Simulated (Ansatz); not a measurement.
**Input and output of a self-consistent single point for RbTlS2O8 (R32, 12 atoms in the cell) (Ansatz, a quantum-chemistry and plane-wave program)**

Computed with PBEsol, default PAW files made with PBE (plane waves; Ansatz).

The input file:

Ansatz 0.2 input:
```yaml
crystal:
  lattice:
    - [2.42538700, 1.40029800, 8.52811400]
    - [-2.42538700, 1.40029800, 8.52811400]
    - [0.00000000, -2.80059600, 8.52811400]
  atoms:
    - { symbol: Rb, position: [0.00000000, 0.00000000, 0.00000000] }
    - { symbol: Tl, position: [0.50000000, 0.50000000, 0.50000000] }
    - { symbol: S, position: [0.24145000, 0.24145000, 0.24145000] }
    - { symbol: S, position: [0.75855000, 0.75855000, 0.75855000] }
    - { symbol: O, position: [0.29743000, 0.29743000, 0.29743000] }
    - { symbol: O, position: [0.70257000, 0.70257000, 0.70257000] }
    - { symbol: O, position: [0.06660000, 0.77354000, 0.49445000] }
    - { symbol: O, position: [0.49445000, 0.06660000, 0.77354000] }
    - { symbol: O, position: [0.77354000, 0.49445000, 0.06660000] }
    - { symbol: O, position: [0.50555000, 0.22646000, 0.93340000] }
    - { symbol: O, position: [0.22646000, 0.93340000, 0.50555000] }
    - { symbol: O, position: [0.93340000, 0.50555000, 0.22646000] }
kpoints:
  mp_grid: { grid: [4, 4, 4] }
hamiltonian:
  xc: pbesol
  pseudopotentials: { kind: paw }
scf:
  occupations: { method: fixed }
output:
  forces: true
  eigenvalues: true
  stress: true
```

Output (repeated stretches shortened):

```
WARN basis.ecutwfc = 420 eV, the default
WARN ansatz: RAYON_NUM_THREADS=1 ignored (pool sized by the plan → 1); use --threads N
basis.fft_grid_basis auto: the FFT boxes are laid along the combinations [[1, 0, -1], [0, 1, -1], [0, 0, 1]] of the cell's own vectors, 4.851, 4.851 and 8.976 …
Pseudopotentials: kind: paw
Pseudopotential: Rb, paw, valence charge 9
Pseudopotential: Tl, paw, valence charge 13
Pseudopotential: S, paw, valence charge 6
Pseudopotential: O, paw, valence charge 6
Crystal: 12 atoms, lattice volume = 173.782 Å³
Basis set: ecut = 420 eV, 3359 PW (Γ), FFT grids on a1−a3, a2−a3, a3, exchange–correlation on 72×72×120 points (8 copies of the dense FFT grid, shifted against one another)
Bands: 53, of which v1, the nominal top of the filled ones, is band 41 counted from 1 (40 counted from 0)
Symmetry: 6 space group operations
Space group: R32 (ITA 155), of the structure as read, at distance tolerance 5.6e-5 Å
k-points: 13 of 64 (time reversal used)
PAW frozen core: Rb, regenerated for the run's functional, and the local potential with it
PAW frozen core: Tl, regenerated for the run's functional, and the local potential with it
PAW frozen core: S, regenerated for the run's functional, and the local potential with it
PAW frozen core: O, regenerated for the run's functional, and the local potential with it
Initial density: superposition of atomic densities (neutral atoms: chi_scale 0, normalization atom), corrected by the library's trained network
Initial wavefunctions: pseudopotential atomic-orbital guess
Eigensolver: davidson
Functional: x = pbesol(κ = 0.804, μ = 0.12345679012345678), c = pbesol(β = 0.046)
SCF iter   1: F=—  HF=-20766.099085 eV  |F-HF|=—  |Δ(HF+E_count)|=         —  Δρ=1.05e-2  dr2=1.36e-1  ethr=1.77e-3  ⟨swp⟩=5.0  Hψ=2792  notcnv=0  defer=130
all-band conjugate gradients solve this SCF's bands
preconditioner: auto → Resta (q_TF=auto, 2.407 Å⁻¹)
SCF iter   2: F=—  HF=-20766.054890 eV  |F-HF|=—  |Δ(HF+E_count)|=   4.42e-2  Δρ=1.74e-3  dr2=4.40e-3  ethr=1.65e-4  ⟨swp⟩=2.0  Hψ=1099  notcnv=0  defer=130
SCF iter   3: F=—  HF=-20766.058528 eV  |F-HF|=—  |Δ(HF+E_count)|=   3.64e-3  Δρ=8.58e-4  dr2=1.10e-3  ethr=5.37e-6  ⟨swp⟩=2.0  Hψ=1040  notcnv=0  defer=130
SCF iter   4: F=—  HF=-20766.059181 eV  |F-HF|=—  |Δ(HF+E_count)|=   6.52e-4  Δρ=2.07e-4  dr2=6.17e-5  ethr=1.34e-6  ⟨swp⟩=2.4  Hψ=1028  notcnv=0  defer=130
SCF iter   5: F=—  HF=-20766.058905 eV  |F-HF|=—  |Δ(HF+E_count)|=   2.76e-4  Δρ=9.43e-5  dr2=1.31e-5  ethr=7.53e-8  ⟨swp⟩=2.0  Hψ=1059  notcnv=0  defer=118
SCF iter   6: F=—  HF=-20766.058908 eV  |F-HF|=—  |Δ(HF+E_count)|=   3.27e-6  Δρ=3.76e-5  dr2=2.41e-6  ethr=1.60e-8  ⟨swp⟩=2.0  Hψ=1048  notcnv=0  defer=121
SCF iter   7: F=—  HF=-20766.058910 eV  |F-HF|=—  |Δ(HF+E_count)|=   1.87e-6  Δρ=7.50e-6  dr2=1.45e-7  ethr=2.94e-9  ⟨swp⟩=2.0  Hψ=1048  notcnv=0  defer=125
SCF iter   8: F=-20766.058910 eV  HF=-20766.058910 eV  |F-HF|=2.49e-8  |Δ(HF+E_count)|=   3.66e-7  Δρ=1.95e-6  dr2=9.57e-9  ethr=1.22e-10  ⟨swp⟩=16.2  Hψ=4155  notcnv=0
SCF 1 converged in 8 iterations: F = -20766.058910 eV  dr2 = 9.57e-9
SCF converged after 8 iterations
Free energy (F): -20766.058910 eV
Harris-Foulkes:  -20766.058910 eV  (|F-HF|=2.49e-8)
Internal energy: -20766.058910 eV  (E = F + TS)
E sigma→0 (E₀):  -20766.058910 eV
Fermi energy:    3.953409 eV
--- Per-component energies (eV) ---
  E_band       = -358.080949
  E_kinetic    = 2190.955493
  E_local      = -6105.681275  (includes V_loc(G=0)·N_el)
  E_nonlocal   = 937.791636
  E_hartree    = 2227.458991
  E_xc         = -1132.292406
  E_vxc        = -1201.187531  (∫ρ·V_xc dr)
  E_paw        = -14992.882651  (= ΣΔE_a)
  E_vpaw       = -634.899678  (= ΣTr[D̂ρ^β])
  E_aug_tail   = 0.019862  (compensation charges beyond the density's cutoff)
  E_ewald      = -3891.996697
  E_core_change = 0.568138  (= ΣΔE_core)
  E_smearing   = -0.000000  (= −TS)
  E_closure    = 0.000000  (closes the sum)
  Σ components = -20766.058910   (vs F -20766.058910, Δ=0.00e0)
--- Forces (eV/Å), atoms counted from 1 ---
  atom   1  Rb     0.00000000     0.00000000     0.00000000
  atom   2  Tl     0.00000000     0.00000000     0.00000000
  atom   3  S      0.00000000    -0.00000000    -0.47718224
  atom   4  S      0.00000000     0.00000000     0.47718224
  atom   5  O      0.00000000     0.00000000     1.76604635
  atom   6  O      0.00000000    -0.00000000    -1.76604635
  atom   7  O      0.57166302     1.07563181     0.32910668
  atom   8  O     -1.21735598    -0.04274120     0.32910668
  atom   9  O      0.64569296    -1.03289060     0.32910668
  atom  10  O      0.64569296     1.03289060    -0.32910668
  atom  11  O      0.57166302    -1.07563181    -0.32910668
  atom  12  O     -1.21735598     0.04274120    -0.32910668
  max |Σ_I F_I| component: 4.44e-16 eV/Å
--- Stress (GPa, compression-positive) ---
        6.180716       0.000000       0.000000
       -0.000000       6.180716      -0.000000
        0.000000      -0.000000       7.272727
  P = ⅓ Tr σ = 6.5447 GPa (65.447 kbar)
  The stress holds the Pulay correction. Without it, at fixed plane waves, as pw.x and ABINIT print it: P = 5.9531 GPa
--- Band table (eV; the first three rows and the last of 13) ---
  k-point 0: bands = ["-19.6062", "-19.2752", "-19.2621", "-14.9141", "-14.9101", "-14.9101", "-14.8301", "-14.8301", "-14.7994", "-6.3188", "-6.3188", "-6.1037", "-5.9802", "-5.9802", "-5.6407", "-4.8693", "-3.6669", "-3.6669", "-3.6573", [...]
  k-point 1: bands = ["-19.5657", "-19.2658", "-19.2519", "-15.0172", "-14.9498", "-14.9185", "-14.8567", "-14.8264", "-14.7998", "-6.4873", "-6.3823", "-6.1211", "-6.0289", "-5.8313", "-5.2411", "-4.4081", "-3.7685", "-3.6997", "-3.6211", [...]
  k-point 2: bands = ["-19.5231", "-19.2539", "-19.2451", "-15.1088", "-14.9828", "-14.9325", "-14.8867", "-14.8278", "-14.8043", "-6.6135", "-6.3737", "-6.1366", "-6.0595", "-5.7868", "-4.5395", "-4.1299", "-3.9038", "-3.7171", "-3.6812", [...]
  k-point 12: bands = ["-19.5942", "-19.3417", "-19.2074", "-14.9101", "-14.9101", "-14.8881", "-14.8301", "-14.8301", "-14.8261", "-6.3185", "-6.3185", "-6.0887", "-5.9805", "-5.9805", "-5.6273", "-4.8824", "-3.7142", "-3.6726", "-3.6726", [...]
```

The run converged in 8 iterations.

The starting cell comes from a database of computed structures (which also holds hypothetical and non-ambient phases and stackings), without a prior relaxation at this level. Its lattice was rescaled by a random factor within 2.5 % of one. Spin-orbit coupling is off. With a pressure of about 7 GPa the cell is away from its equilibrium volume at this level. Forces in this geometry exceed 1 eV/Å. Ansatz's pressure includes its estimate of the finite-basis (Pulay) stress. Without the estimate this run gives 5.95 GPa.
